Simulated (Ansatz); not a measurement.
We consider CdS (Fm-3m, No. 225, 2 atoms in the cell; start mp-370; high-pressure phase), described by r²SCAN0 (Ansatz, a program for electronic structure, PAW).

Run with plane-wave cutoff 520 eV, 8×8×8 k mesh, Fermi–Dirac smearing 0.01 eV, scalar-relativistic PAW data made under PBE.

Cell (relaxed with PBEsol):

```
CELL_PARAMETERS angstrom
      0.00000     2.69853     2.69853
      2.69853     0.00000     2.69853
      2.69853     2.69853     0.00000
ATOMIC_POSITIONS crystal
  Cd 0.00000 0.00000 0.00000
  S  0.50000 0.50000 0.50000
```

### Question
Give the computed band gap and smallest direct gap on the k points sampled.

### Answer

* **band gap**: 2.25 eV (on the SCF k mesh)
* **smallest direct gap on the k points sampled**: 4.10 eV

Note: cell and atoms aren't relaxed at this level (pressure 1.9 GPa).

Spin–orbit coupling is not included.

Static lattice: no zero-point or thermal effects.

The result took roughly 110 core-seconds.

A start named mp-… is a Materials Project structure, which need not be a measured phase.
